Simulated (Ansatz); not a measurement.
The starting structures come from a database of crystals and need not be the phases stable at ambient conditions.

 Where the default PAW files enter, the runs use the earlier of Ansatz's two default sets.

By LDA and PBEsol, the system below comes out a metal.

```xyz
6
Lattice="3.9798 0.0000 0.0000 -1.9899 3.4466 0.0000 0.0000 0.0000 5.0239" Properties=species:S:1:pos:R:3 pbc="T T T"
Ni     1.9899     1.1489     1.2560
Ni     0.0000     2.2977     3.7679
Ni     0.0000     0.0000     0.0000
Ni     0.0000     0.0000     2.5119
Ge     1.9899     1.1489     3.7679
Ge     0.0000     2.2977     1.2560
```

Space group of this cell: P6_3/mmc. The cell is taken as given; by PBEsol its mean pressure is -1.1 GPa.

The current runs along the normal of the first two printed vectors, the (001) plane. All runs by Ansatz (a quantum-chemistry and plane-wave program), plane waves and PAW, without spin-orbit coupling; the base is PBEsol.

| run | mean pressure (GPa) | G/A, both spins (10¹⁵ S/m²) |
|---|---|---|
| base | -1.1 | 0.77 |
| all lengths scaled by 0.98 | 12.8 | ? |
| all lengths scaled by 1.02 | -11.3 | 0.72 |
| lda in place of pbesol | -7.3 | 0.76 |
| lengths across the current scaled by 0.98, ions clamped | 8.3 | 0.82 |
| lengths across the current scaled by 1.02, ions clamped | -8.5 | 0.72 |
| lengths along the current scaled by 0.97, ions clamped | 5.0 | ? |
| lengths along the current scaled by 1.03, ions clamped | -5.8 | ? |

Task: Complete the blanks.

Result: 
- all lengths scaled by 0.98, G/A, both spins (10¹⁵ S/m²): 0.80
- lengths along the current scaled by 0.97, ions clamped, G/A, both spins (10¹⁵ S/m²): 0.74
- lengths along the current scaled by 1.03, ions clamped, G/A, both spins (10¹⁵ S/m²): 0.78
